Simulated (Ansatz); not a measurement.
The reference is Os in the fcc (Cu type) structure (space group Fm-3m, No. 225; a = 3.8211 Å; relaxed with 0.1 eV smearing). Axes: x, y, z lie along the cube axes.

Calculations: Ansatz (a first-principles code), PBEsol, PAW, cutoff 420 eV, no spin-orbit coupling.

Before the change:

The volume per atom is 13.95 Å³.

It is then changed as follows: uniaxial stress, 2 GPa compression along z, with the cell and atoms free to relax against it.

**Question.** Predict the new volume per atom.

**Answer.** The volume per atom falls by 0.02 Å³, from 13.95 Å³ to 13.93 Å³.

Load acts through the strain it causes; cell and atoms are relaxed under it. Stability under load was not tested beyond the relaxation. All final runs are without spin polarisation. This is not the structure that Os has at room temperature and ambient pressure.
